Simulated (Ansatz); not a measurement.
Take KBr in the rock salt structure (space group Fm-3m, No. 225) as the base.

```
KBr
1.0
    0.00000     3.27453     3.27453
    3.27453     0.00000     3.27453
    3.27453     3.27453     0.00000
K Br
1 1
Cartesian
  0.00000   0.00000   0.00000
  3.27453   3.27453   3.27453
```

The values are results of PBEsol/PAW in Ansatz (an electronic-structure program), scalar-relativistic without spin-orbit coupling, not measurements.

Before the change:

* **Valley order**: Γ 4.34 eV; X along ⟨100⟩ 5.72 eV

Perturbation: cell and atoms relaxed at a pressure of 0.7 GPa.

Problem. What does the calculation give for the mean gap deformation potential ΔEg/Δln V and valley order after the change?

Solution. The mean gap deformation potential ΔEg/Δln V is -2.6 eV; the valley order (the lowest conduction-band minima on the path, energy above the VBM, named in the base's zone) changes from Γ 4.34 eV; X along ⟨100⟩ 5.72 eV to Γ 4.44 eV; X along ⟨100⟩ 5.66 eV.

Load acts through the strain it causes; cell and atoms are relaxed under it. Whether these cells are dynamically stable was not tested.
